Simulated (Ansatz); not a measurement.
# Hypothetical zinc blende TiP: biaxial strain +1.29 %, plane normal [111], relaxed out of plane

The parent structure is TiP in the zinc blende structure (space group F-43m, No. 216; a = 5.540 Å; a hypothetical phase, not in the database extracts checked; relaxed with 0.1 eV smearing). Axes: x, y, z lie along the cube axes.

Modification: biaxial strain +1.29 %, plane normal [111], relaxed out of plane (Cartesian); in-plane vectors clamped, the third vector and the atoms free.

Method: Ansatz (a first-principles code) r2SCAN, no spin-orbit coupling. k-mesh 18×18×18 (Γ-centred); smearing 0.1 eV (Fermi–Dirac).

Space group: R3m (No. 160) (base F-43m (No. 216))
Shortest interatomic distance: 2.395 Å (base 2.399 Å)
Energy relative to the base (free energy F): +1.1 meV/atom
Pressure (mean of the normal stresses, compression positive): -0.4 GPa (base 0.0 GPa)
Band gap: zero (base zero)
Out-of-plane strain: -2.20 %
Ratio −ε⊥/ε∥: 1.71
Mean in-plane stress (compression positive): -0.6 GPa

No phonon test of stability was made. All final runs are without spin polarisation. An odd electron count without spin: TiP. TiP has a high density of states at the Fermi level and may be magnetic at this level.
